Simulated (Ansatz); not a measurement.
Hypothetical diamond V: pressure series

The parent structure is V in the diamond structure (space group Fd-3m, No. 227; a = 5.4674 Å; ferromagnetic; a hypothetical phase, not in the database extracts checked).

Cell and atoms are relaxed at each pressure.

Computed with plane-wave PAW DFT at the PBE level (Ansatz, a quantum-chemistry and plane-wave program, 420 eV), scalar-relativistic without spin-orbit coupling.

Notes on the quantities. enthalpy: H = E + PV relative to the base's energy.

| change | volume per atom | enthalpy | largest site moment |
|---|---|---|---|
| base | 20.43 Å³ | – | 1.45 μB |
| pressure −2 GPa | 21.16 Å³ | -0.26 eV/atom | 1.48 μB |
| pressure −1 GPa | 20.78 Å³ | -0.13 eV/atom | 1.47 μB |
| pressure 0.3 GPa | 20.33 Å³ | +0.04 eV/atom | 1.45 μB |
| pressure 0.7 GPa | 20.19 Å³ | +0.09 eV/atom | 1.44 μB |
| pressure 1.5 GPa | 19.94 Å³ | +0.19 eV/atom | 1.43 μB |
| pressure 3 GPa | 19.50 Å³ | +0.37 eV/atom | 1.41 μB |
| pressure 5 GPa | 18.97 Å³ | +0.61 eV/atom | 1.38 μB |
| pressure 7.5 GPa | 18.37 Å³ | +0.91 eV/atom | 1.33 μB |
| pressure 10 GPa | 17.81 Å³ | +1.19 eV/atom | 1.28 μB |

Other magnetic orders, which the real material may have, were not ruled out. Load acts through the strain it causes; cell and atoms are relaxed under it. Whether these cells are dynamically stable was not tested. Competing high-pressure phases were not computed.
